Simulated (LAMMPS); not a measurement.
Consider ZnO (wurtzite), 432 atoms, at 1350 K and 0 GPa, heated as the crystal in molecular dynamics.

Method: classical MD, Buckingham potential of Lewis and Catlow, J. Phys. C 18, 1149 (1985), first set, used with rigid ions (no shells), PPPM sums, short-range terms cut at 10 Å, modified for these runs by an r^-4 repulsive force inside the short-range force's maximum; code LAMMPS.

The state found is crystal; no diffusion seen in 21 ps, the density is 5.585 ± 0.001 g/cm³ and the volume per atom is 12.099 ± 0.002 Å³. The enthalpy per atom comes out as -19.597 ± 0.001 eV and the first peak of g(r), O-Zn is 1.95 Å, height 5.7. The coordination number of O by Zn is 4.01 (counted to 2.58 Å). The coordination number of Zn by O comes out as 4.01 (counted to 2.58 Å) and the most common O-Zn-O angle is in the 3° bin centred on 106.5° (mean of all 109°). The most common Zn-O-Zn angle comes out as in the 3° bin centred on 109.5° (mean of all 109°). The mean frequency of the velocity spectrum is 10.5 THz and the cost is very roughly 7 core-minutes.

Potential: Lewis and Catlow, J. Phys. C 18, 1149 (1985), first set; O-O C6 of 27.879 eV Å6 from the Catlow library, as the file leaves it open.

Caution: the potential ionic pair potential lewis1985a is fitted to static crystal properties with a polarisable anion, which is rigid here.

States go by the mean squared displacement: a species diffuses where it passes 1.5 Å², still rises and gives D over 1e-6 cm²/s; a crystal has left its structure where atoms lie 0.35 Å off their sites on average or a cubic box changes its shape by 3 %.

The ± values are statistical; the model's systematic error is not in them.

| angle (°) | probability per degree, O-Zn-O | probability per degree, Zn-O-Zn |
|---|---|---|
| 70.50 | 0.0001 | 0.0000 |
| 73.50 | 0.0001 | 0.0001 |
| 76.50 | 0.0002 | 0.0003 |
| 79.50 | 0.0006 | 0.0005 |
| 82.50 | 0.0008 | 0.0009 |
| 85.50 | 0.0014 | 0.0011 |
| 88.50 | 0.0017 | 0.0022 |
| 91.50 | 0.0045 | 0.0047 |
| 94.50 | 0.0101 | 0.0093 |
| 97.50 | 0.0179 | 0.0184 |
| 100.5 | 0.0293 | 0.0288 |
| 103.5 | 0.0387 | 0.0398 |
| 106.5 | 0.0471 | 0.0463 |
| 109.5 | 0.0465 | 0.0476 |
| 112.5 | 0.0457 | 0.0441 |
| 115.5 | 0.0343 | 0.0357 |
| 118.5 | 0.0255 | 0.0249 |
| 121.5 | 0.0149 | 0.0140 |
| 124.5 | 0.0074 | 0.0080 |
| 127.5 | 0.0035 | 0.0035 |
| 130.5 | 0.0014 | 0.0013 |
| 133.5 | 0.0004 | 0.0005 |
| 136.5 | 0.0001 | 0.0001 |
| 139.5 | 0.0000 | 0.0001 |
| 142.5 | 0.0000 | 0.0000 |
| 145.5 | 0.0000 | 0.0000 |
| 148.5 | 0.0000 | 0.0000 |
| 151.5 | 0.0000 | 0.0000 |
| 154.5 | 0.0000 | 0.0000 |
| 157.5 | 0.0000 | 0.0000 |
| 160.5 | 0.0000 | 0.0000 |
| 163.5 | 0.0000 | 0.0000 |
| 166.5 | 0.0001 | 0.0002 |
| 169.5 | 0.0001 | 0.0002 |
| 172.5 | 0.0004 | 0.0002 |
| 175.5 | 0.0003 | 0.0002 |
| 178.5 | 0.0001 | 0.0001 |

| r (Å) | g(r), O-Zn |
|---|---|
| 1.500 | 0.000 |
| 1.540 | 0.006 |
| 1.580 | 0.000 |
| 1.620 | 0.040 |
| 1.660 | 0.113 |
| 1.700 | 0.345 |
| 1.740 | 1.08 |
| 1.780 | 1.93 |
| 1.820 | 3.36 |
| 1.860 | 4.43 |
| 1.900 | 5.65 |
| 1.940 | 5.74 |
| 1.980 | 5.59 |
| 2.020 | 4.95 |
| 2.060 | 4.17 |
| 2.100 | 3.31 |
| 2.140 | 2.42 |
| 2.180 | 1.80 |
| 2.220 | 1.23 |
| 2.260 | 0.823 |
| 2.300 | 0.565 |
| 2.340 | 0.380 |
| 2.380 | 0.254 |
| 2.420 | 0.200 |
| 2.460 | 0.086 |
| 2.500 | 0.076 |
| 2.540 | 0.088 |
| 2.580 | 0.063 |
| 2.620 | 0.084 |
| 2.660 | 0.116 |
| 2.700 | 0.122 |
| 2.740 | 0.150 |
| 2.780 | 0.158 |
| 2.820 | 0.178 |
| 2.860 | 0.280 |
| 2.900 | 0.279 |
| 2.940 | 0.334 |
| 2.980 | 0.296 |
| 3.020 | 0.430 |
| 3.060 | 0.351 |
| 3.100 | 0.414 |
| 3.140 | 0.315 |
| 3.180 | 0.322 |
| 3.220 | 0.317 |
| 3.260 | 0.245 |
| 3.300 | 0.214 |
| 3.340 | 0.241 |
| 3.380 | 0.168 |
| 3.420 | 0.215 |
| 3.460 | 0.248 |
| 3.500 | 0.315 |
| 3.540 | 0.529 |
| 3.580 | 0.704 |
| 3.620 | 1.00 |
| 3.660 | 1.22 |
| 3.700 | 1.60 |
| 3.740 | 1.99 |
| 3.780 | 2.28 |
| 3.820 | 2.45 |
| 3.860 | 2.52 |
| 3.900 | 2.50 |
| 3.940 | 2.44 |
| 3.980 | 2.16 |
| 4.020 | 1.86 |
| 4.060 | 1.58 |
| 4.100 | 1.22 |
| 4.140 | 0.989 |
| 4.180 | 0.817 |
| 4.220 | 0.760 |
| 4.260 | 0.755 |
| 4.300 | 0.819 |
| 4.340 | 0.908 |
| 4.380 | 1.07 |
| 4.420 | 1.18 |
| 4.460 | 1.18 |
| 4.500 | 1.33 |
| 4.540 | 1.31 |
| 4.580 | 1.23 |
| 4.620 | 1.15 |
| 4.660 | 1.04 |
| 4.700 | 0.945 |
| 4.740 | 0.882 |
| 4.780 | 0.939 |
| 4.820 | 0.972 |
| 4.860 | 1.09 |
| 4.900 | 1.25 |
| 4.940 | 1.33 |
| 4.980 | 1.42 |
| 5.020 | 1.47 |
| 5.060 | 1.53 |
| 5.100 | 1.41 |
| 5.140 | 1.28 |
| 5.180 | 1.11 |
| 5.220 | 0.939 |
| 5.260 | 0.681 |
| 5.300 | 0.525 |
| 5.340 | 0.399 |
| 5.380 | 0.272 |
| 5.420 | 0.201 |
| 5.460 | 0.152 |
| 5.500 | 0.124 |
| 5.540 | 0.138 |
| 5.580 | 0.160 |
